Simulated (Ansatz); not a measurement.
Seebeck coefficient (μV/K, mean over directions) of n-type MgS (Fm-3m) against carrier density, Ansatz (an electronic-structure program) with PBEsol, rigid bands. Computed gap 2.73 eV; densities at which minority carriers matter at this gap, or further valleys turn the trend, are left out. Conductivity mass 0.35 mₑ (harmonic mean over directions), N_c = 1.7e19 cm⁻³ at 300 K.

```json
[
 {"electron density": "1e16 cm⁻³", "300 K": "-851", "500 K": "…"},
 {"electron density": "1e17 cm⁻³", "300 K": "-653", "500 K": "-720"},
 {"electron density": "1e18 cm⁻³", "300 K": "-455", "500 K": "-522"},
 {"electron density": "3e18 cm⁻³", "300 K": "-361", "500 K": "-428"},
 {"electron density": "1e19 cm⁻³", "300 K": "…", "500 K": "-326"},
 {"electron density": "3e19 cm⁻³", "300 K": "…", "500 K": "-235"},
 {"electron density": "1e20 cm⁻³", "300 K": "-97", "500 K": "-146"},
 {"electron density": "3e20 cm⁻³", "300 K": "-51", "500 K": "-82"},
 {"electron density": "1e21 cm⁻³", "300 K": "-25", "500 K": "-41"}
]
```

What belongs in the gaps?


- 1e16 cm⁻³, 500 K: -919
- 1e19 cm⁻³, 300 K: -261
- 3e19 cm⁻³, 300 K: -175

Rigid bands with a gap fixed in temperature, one relaxation time for all states, no polarons or phonon drag, and whether or not such doping can be reached. Spin-orbit coupling is left out.
